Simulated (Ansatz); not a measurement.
## Response to strain in hypothetical cubic perovskite NaCdI3

Start from NaCdI3 in the cubic perovskite structure (space group Pm-3m, No. 221; a = 5.962 Å; a hypothetical phase, not in the database extracts checked). Axes: x, y, z lie along the cube axes.

Strains are applied to the cell and any free atomic positions relax; under biaxial strain the out-of-plane vector relaxes too; under stress the whole cell relaxes.

Levels (all Ansatz, a program for electronic structure, PAW): PBE (420 eV, without spin-orbit coupling); PBEsol (420 eV, no spin-orbit coupling).

The base cell above is that of PBE; each level relaxes its own structures.

Notes on the quantities. energy relative to the base: free energy F.

```tsv
case	energy relative to the base, PBE	energy relative to the base, PBEsol
biaxial strain −2.29 %, plane normal [110], relaxed out of plane	+4.0 meV/atom	+4.5 meV/atom
isotropic strain −2.27 %	+13 meV/atom	+14 meV/atom
isotropic strain +0.55 %	+0.7 meV/atom	?
uniaxial strain ε_zz = +5.33 %	+10 meV/atom	+12 meV/atom
uniaxial stress, 5 GPa compression along x	+59 meV/atom	?
uniaxial stress, 8 GPa compression along z	+117 meV/atom	+101 meV/atom
tensor shear ε_xz = +1.63 %	+0.8 meV/atom	?
tensor shear ε_yz = −1.32 %	+0.5 meV/atom	?
```

Q: What belongs in the blanks?

A: 
- isotropic strain +0.55 %, energy relative to the base, PBEsol: +0.8 meV/atom
- uniaxial stress, 5 GPa compression along x, energy relative to the base, PBEsol: +50 meV/atom
- tensor shear ε_xz = +1.63 %, energy relative to the base, PBEsol: +0.8 meV/atom
- tensor shear ε_yz = −1.32 %, energy relative to the base, PBEsol: +0.5 meV/atom

The two levels differ by at most about 16 meV/atom. Near ties aside, they put the cases in the same order.

Without a gap, meshes like the base's 8×8×8 leave anisotropic stresses uncertain by several tenths of a GPa, and small strain energies with them. Stability under load was not tested beyond the relaxation. The final runs are not spin-polarised. Many cubic perovskites are stable only at high temperature; tilts and polar distortions were not tested.
